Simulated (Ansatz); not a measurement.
AlP, pressure series

Start from AlP in the zinc blende structure (space group F-43m, No. 216; a = 5.508 Å).

Cell and atoms are relaxed at each pressure.

Calculations: Ansatz (a quantum-chemistry and plane-wave program) PBE, no SOC.

Candidates:
(a) pressure 2.1 GPa
(b) pressure 15 GPa
(c) pressure 4.5 GPa

Base values:

The band gap comes out as 1.63 eV.

Problem. Order them by band gap, highest first.

Solution. (a) pressure 2.1 GPa (1.59 eV), (c) pressure 4.5 GPa (1.54 eV), (b) pressure 15 GPa (1.34 eV)

Load acts through the strain it causes; cell and atoms are relaxed under it. No phonon test of stability was made. Measured, AlP leaves this structure (for the NiAs type) near 14.2 GPa (temperature not stated; as listed in Datta, Sujoy, Jana, Debnarayan, arXiv (2020)), on rising pressure, with hysteresis.
